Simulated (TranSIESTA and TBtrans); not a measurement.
Junction: Pb chain with one bond stretched by 1.0 Å. Leads: straight Pb chain, spacing 2.85 Å. Geometry: as built, not relaxed. Transport runs along z; the first 4 and the last 4 of the 14 atoms are the lead cells, repeated to infinity.

```xyz
14
Lattice="9.000 0.000 0.000 0.000 9.000 0.000 0.000 0.000 40.900" Properties=species:S:1:pos:R:3 pbc="F F T"
Pb     4.500     4.500     0.000
Pb     4.500     4.500     2.850
Pb     4.500     4.500     5.700
Pb     4.500     4.500     8.550
Pb     4.500     4.500    11.400
Pb     4.500     4.500    14.250
Pb     4.500     4.500    17.100
Pb     4.500     4.500    20.950
Pb     4.500     4.500    23.800
Pb     4.500     4.500    26.650
Pb     4.500     4.500    29.500
Pb     4.500     4.500    32.350
Pb     4.500     4.500    35.200
Pb     4.500     4.500    38.050
```

Run with TranSIESTA and TBtrans (open boundaries, self-consistent; PseudoDojo norm-conserving potentials, scalar-relativistic): PAO.BasisSize DZP, PAO.EnergyShift 0.15 eV, XC.Authors PBE, Mesh.Cutoff 200 Ry, ElectronicTemperature 300 K, TS.Voltage 0.0 eV, TBT.Elecs.Eta 0.001 eV, no spin polarisation.

Energies count from the leads' Fermi level. Transmissions are for one spin of a degenerate pair. The energy step is 0.01 eV; narrower resonances are cut or missed.

| E (eV) | T |
|---|---|
| -0.20 | 1.54 |
| -0.15 | 1.61 |
| -0.10 | 1.65 |
| -0.05 | 1.68 |
| 0.00 | 1.69 |
| 0.05 | 1.68 |
| 0.10 | 1.66 |
| 0.15 | 1.63 |
| 0.20 | 1.60 |

**Question.** Give the zero-bias conductance in μS and the resistance at 300 K.

**Answer.** At the Fermi level T = 1.69. Averaged with −∂f/∂E over the full grid (kT = 25.9 meV) it is 1.68. With G0 = 2e²/h = 77.48 μS, G = 130 μS and R = 1/G = 7.69 kΩ.

**Question.** The eigenchannels at the Fermi level transmit 0.701, 0.492, 0.492. What Fano factor of the shot noise follows at low temperature and bias?

**Answer.** F = Σ τ(1 − τ)/Σ τ = 0.709/1.69 = 0.42.

The straight chain is held at its spacing; free chains may zigzag or dimerise. No spin-polarised start was tried, so a magnetic state, if there is one, is missed. Spin-orbit coupling, left out here, matters for the heavy atoms.
